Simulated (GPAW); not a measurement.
Worked example: self-consistent single point of Pd (Fm-3m, 1 atom in the cell) in GPAW.

Computed with PBE, GPAW PAW datasets PBE (gpaw-data 1.0.1) (plane waves; GPAW).

The change in words: lattice scaled by 0.98; kpts: 10 10 10 → 11 11 11. Reference geometry:
```xyz
1
Lattice="0.0000 1.9508 1.9508 1.9508 0.0000 1.9508 1.9508 1.9508 0.0000" Properties=species:S:1:pos:R:3 pbc="T T T"
Pd     0.0000     0.0000     0.0000
```

Reference input (self-consistent single point, DFT PBE, plane waves, GPAW PAW datasets PBE (gpaw-data 1.0.1)): mode = pw; ecut = 600 eV; xc = PBE; kpts = 10 10 10; mesh shift (steps) = 0 0 0; occupations.name = fermi-dirac; occupations.width = 0.1 eV; nbands = -9; convergence.density = 1e-05 e/electron; convergence.energy = 1e-05 eV/electron; symmetry.symmorphic = false; symmetry.tolerance = 0.0005. This run's input differs from it in these lines:

```diff
@@ -5,5 +5,5 @@
 atoms = Atoms(['Pd'],
-              cell=[[0.000000, 1.950835, 1.950835],
-                    [1.950835, 0.000000, 1.950835],
-                    [1.950835, 1.950835, 0.000000]],
+              cell=[[0.000000, 1.911818, 1.911818],
+                    [1.911818, 0.000000, 1.911818],
+                    [1.911818, 1.911818, 0.000000]],
               positions=[[0.000000, 0.000000, 0.000000]],
@@ -13,3 +13,3 @@
             xc='PBE',
-            kpts={'size': (10, 10, 10), 'gamma': True},
+            kpts=(11, 11, 11),
             occupations=FermiDirac(0.1),
```

Output (repeated stretches shortened):

```
     iter     time        total  log10-change:
                         energy   eigst   dens
iter:   1 --:--:--    -4.739771
iter:   2 --:--:--    -4.521713   -2.25  -1.24
iter:   3 --:--:--    -3.859933   -1.38  -1.29
iter:   4 --:--:--    -3.924286   -3.01  -2.02
iter:   5 --:--:--    -3.792151   -2.68  -1.83
iter:   6 --:--:--    -3.791482   -4.04  -2.64
iter:   7 --:--:--    -3.791041   -5.09  -3.11
iter:   8 --:--:--    -3.791003   -6.40  -3.66
iter:   9 --:--:--    -3.791007c  -7.34  -4.14
iter:  10 --:--:--    -3.791008c  -8.16c -4.49
iter:  11 --:--:--    -3.791008c -10.33c -5.83c
Converged after 11 iterations.

Dipole moment: (-0.000000, -0.000000, -0.000000) |e|*Ang

Energy contributions relative to reference atoms: (reference = -137227.490718)

Kinetic:         +2.711142
Potential:       -6.348204
External:        +0.000000
XC:              +0.031763
Entropy (-ST):   -0.066856
Local:           -0.152281
SIC:             +0.000000
--------------------------
Free energy:     -3.824436
Extrapolated:    -3.791008

Showing only first 2 kpts
 Kpt  Band  Eigenvalues  Occupancy
  0     6      7.33046    2.00000
  0     7      9.08332    2.00000
  0     8      9.08332    2.00000
  0     9     27.93184    0.00000

  1     6      7.52717    2.00000
  1     7      8.84023    2.00000
  1     8      9.17734    1.99999
  1     9     28.40941    0.00000

Fermi level: 10.46210

No gap
No difference between direct/indirect transitions
Energy (eV): -3.791008

Forces in eV/Ang:
  0 Pd   -0.00000    0.00000    0.00000

Stress tensor:
    -0.129473     0.000000     0.000000
     0.000000    -0.129473     0.000000
     0.000000     0.000000    -0.129473
Stress (GPa, Voigt): [-20.7438 -20.7438 -20.7438   0.       0.       0.    ]
```

The run converged in 11 iterations. GPAW prints stress with tension positive. Against the reference run the free energy rises by 90.0 meV/atom and the pressure goes from 5.94 to 20.74 GPa.

The starting cell has typed, rounded lattice constants, without a prior relaxation at this level. Its lattice was rescaled by up to half a per cent. For this run, on top of that: lattice scaled by 0.98. Spin polarisation is off. With a pressure of about 21 GPa the cell is away from its equilibrium volume at this level.
